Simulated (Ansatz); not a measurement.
Where the default PAW files enter, the runs use the earlier of Ansatz's two default sets.

By PBEsol, the system below comes out a metal.

A figure of merit of an interconnect metal is its ballistic conductance per area.

Data:

```
CELL_PARAMETERS angstrom
      2.90222     0.00000     0.00000
      0.00000     4.10436     0.00000
      1.45111     2.05218     1.45111
ATOMIC_POSITIONS crystal
  Ag 0.00000 0.00000 0.00000
```

Space group of this cell: Fm-3m, fcc (Cu type). The cell is taken as given; by PBEsol its mean pressure is -4.0 GPa.

The current flows along the normal of the first two printed cell vectors, the (110) plane of the conventional cell. No spin-orbit coupling; the value is a mean over 0.1 eV about the Fermi level.

Task: Predict the ballistic conductance per area from PBEsol in Ansatz (a program for electronic structure).

Result: 0.90 × 10¹⁵ S/m² for both spins.
